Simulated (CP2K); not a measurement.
CP2K run on Na3BrO (P4mm, 5 atoms in the cell): self-consistent single point

Computed with PBEsol, GPW, DZVP-MOLOPT-SR-GTH basis, GTH-PBE potentials (GTH_POTENTIALS) (CP2K 2026.2).

This input was run:

```
&GLOBAL
  PROJECT bulk
  RUN_TYPE ENERGY_FORCE
  PRINT_LEVEL LOW
&END GLOBAL
&FORCE_EVAL
  METHOD Quickstep
  STRESS_TENSOR ANALYTICAL
  &DFT
    BASIS_SET_FILE_NAME BASIS_MOLOPT
    POTENTIAL_FILE_NAME GTH_POTENTIALS
    &QS
      METHOD GPW
      EPS_DEFAULT 1E-10
    &END QS
    &MGRID
      CUTOFF 950
      REL_CUTOFF 50
      NGRIDS 5
    &END MGRID
    &SCF
      SCF_GUESS ATOMIC
      EPS_SCF 1E-6
      MAX_SCF 100
      ADDED_MOS 8
      &DIAGONALIZATION
        ALGORITHM STANDARD
      &END DIAGONALIZATION
      &MIXING
        METHOD BROYDEN_MIXING
        ALPHA 0.3
        NBUFFER 8
        BETA 1.5
      &END MIXING
      &SMEAR ON
        METHOD FERMI_DIRAC
        ELECTRONIC_TEMPERATURE [K] 232.09
      &END SMEAR
    &END SCF
    &KPOINTS
      SCHEME MONKHORST-PACK 3 3 3
    &END KPOINTS
    &XC
      &XC_FUNCTIONAL
        &PBE
          PARAMETRIZATION PBESOL
        &END PBE
      &END XC_FUNCTIONAL
    &END XC
    &PRINT
      &MO
        EIGENVALUES T
        OCCUPATION_NUMBERS T
        NDIGITS 8
        FILENAME mo
        &EACH
          QS_SCF 0
        &END EACH
        ADD_LAST NUMERIC
      &END MO
      &MULLIKEN OFF
      &END MULLIKEN
    &END PRINT
  &END DFT
  &SUBSYS
    &CELL
      A 4.51046400 0.00000000 0.00000000
      B 0.00000000 4.51046400 0.00000000
      C 0.00000000 0.00000000 4.51046400
      PERIODIC XYZ
    &END CELL
    &COORD
      SCALED
      Na       0.01108500     0.50000000     0.50000000
      Na       0.50000000     0.00000000     0.50000000
      Na       0.50000000     0.50000000     0.00000000
      Br       0.00000000     0.00000000     0.00000000
      O        0.50000000     0.50000000     0.50000000
    &END COORD
    &KIND Na
      BASIS_SET DZVP-MOLOPT-SR-GTH-q9
      POTENTIAL GTH-PBE-q9
    &END KIND
    &KIND Br
      BASIS_SET DZVP-MOLOPT-SR-GTH-q7
      POTENTIAL GTH-PBE-q7
    &END KIND
    &KIND O
      BASIS_SET DZVP-MOLOPT-SR-GTH-q6
      POTENTIAL GTH-PBE-q6
    &END KIND
  &END SUBSYS
  &PRINT
    &FORCES ON
    &END FORCES
    &STRESS_TENSOR ON
    &END STRESS_TENSOR
  &END PRINT
&END FORCE_EVAL
```

Output (repeated stretches shortened):

```
 GLOBAL| Method name                                                        CP2K
 GLOBAL| Project name                                                       bulk
 GLOBAL| Run type                                                   ENERGY_FORCE

 TOTAL NUMBERS AND MAXIMUM NUMBERS

  Total number of            - Atomic kinds:                                   3
                             - Atoms:                                          5
                             - Shell sets:                                     5
                             - Shells:                                        25
                             - Primitive Cartesian functions:                 30
                             - Cartesian basis functions:                     55
                             - Spherical basis functions:                     53

  Maximum angular momentum of- Orbital basis functions:                        2
                             - Local part of the GTH pseudopotential:          2
                             - Non-local part of the GTH pseudopotential:      4

 SCF PARAMETERS         Density guess:                                    ATOMIC
                        max_scf:                                             100
                        max_diis:                                              4
                        eps_scf:                                        1.00E-06
                        eps_diis:                                       1.00E-01
                        eps_eigval:                                     1.00E-05
                        level_shift [a.u.]:                             0.000000
                        added MOs                                         8    0
                        Mixing method:                            BROYDEN_MIXING
                                                charge density mixing in g-space
                        Smear method:                                FERMI_DIRAC
                        Electronic temperature [K]:                        232.1
                        Electronic temperature [a.u.]:                  7.35E-04
                        Accuracy threshold:                             1.00E-10
                        No outer SCF

 Extrapolation method: initial_guess

 Number of electrons:                                                         40
 Number of occupied orbitals:                                                 20
 Number of molecular orbitals:                                                28

 Number of orbital functions:                                                 53
 Number of independent orbital functions:                                     53

 SCF WAVEFUNCTION OPTIMIZATION

  Step     Update method      Time    Convergence         Total energy    Change
     1 NoMix/Diag. 0.30E+00      -     1.98793941      -172.8019613218 -1.73E+02
     2 Broy./Diag. 0.30E+00      -     0.18021370      -169.4995688319  3.30E+00
     3 Broy./Diag. 0.30E+00      -     0.27086689      -171.4305305401 -1.93E+00
     4 Broy./Diag. 0.30E+00      -     0.10664518      -172.4840894808 -1.05E+00
     5 Broy./Diag. 0.30E+00      -     0.12158485      -172.1884786761  2.96E-01
     6 Broy./Diag. 0.30E+00      -     0.05325886      -172.5864090693 -3.98E-01
     7 Broy./Diag. 0.30E+00      -     0.05983920      -172.2839743422  3.02E-01
   [... 7 lines left out ...]
    15 Broy./Diag. 0.30E+00      -     0.00002537      -172.6252467099  1.76E-04
    16 Broy./Diag. 0.30E+00      -     0.00000564      -172.6253614146 -1.15E-04
    17 Broy./Diag. 0.30E+00      -     0.00000547      -172.6253665388 -5.12E-06
    18 Broy./Diag. 0.30E+00      -     0.00000200      -172.6253924379 -2.59E-05
    19 Broy./Diag. 0.30E+00      -     0.00000099      -172.6253975644 -5.13E-06

  *** SCF run converged in    19 steps ***

  Electronic density on regular grids:        -39.9999999953        0.0000000047
  Core density on regular grids:               39.9999999986       -0.0000000014
  Total charge density on r-space grids:        0.0000000033
  Total charge density g-space grids:           0.0000000033

  Overlap energy of the core charge distribution:               0.00000000000000
  Self energy of the core charge distribution:               -449.99946556757442
  Core Hamiltonian energy:                                    121.03772122076859
  Hartree energy:                                             183.72296891143176
  Exchange-correlation energy:                                -27.38662212905446
  Electronic entropic energy:                                  -0.00000000000000
  Fermi energy:                                                 0.14825085176607

  Total energy:                                              -172.62539756442857
  Total energy (extrapolated to T->0):                       -172.62539756442857

 ENERGY| Total FORCE_EVAL ( QS ) energy [hartree]           -172.625389116966204

 FORCES| Atomic forces [hartree/bohr]
 FORCES|   Atom     x               y               z               |f|
 FORCES|      1 -6.51372141E-03  9.18239850E-09  9.18238846E-09   6.51372141E-03
 FORCES|      2  1.13218505E-03  9.34947678E-09  9.21317442E-09   1.13218505E-03
 FORCES|      3  1.13218505E-03  9.21310260E-09  9.34954953E-09   1.13218505E-03
 FORCES|      4  2.24848119E-04 -2.41051354E-12 -2.30053268E-12   2.24848119E-04
 FORCES|      5  4.74049192E-03  2.09707530E-10  2.09604806E-10   4.74049192E-03
 FORCES| Sum     7.15988729E-04  2.79522749E-08  2.79524167E-08
 FORCES| Total atomic force                                       7.15988730E-04

 STRESS| Analytical stress tensor [bar]
 STRESS|                        x                   y                   z
 STRESS|      x        1.51286013064E+04   1.31383199031E-03   1.31385901455E-03
 STRESS|      y        1.31383199031E-03   1.39737966486E+04   3.72774530665E-03
 STRESS|      z        1.31385901455E-03   3.72774530665E-03   1.39737966509E+04
 STRESS| 1/3 Trace                                             1.43587315353E+04
```

The run converged in 19 iterations.

The starting cell comes from a database of computed structures (which also holds hypothetical and non-ambient phases and stackings), without a prior relaxation at this level. Its lattice was rescaled by up to half a per cent. One atom was moved a little off its site on purpose. Values carry the incompleteness of an atom-centred basis. The potentials were made for another functional than the one used.
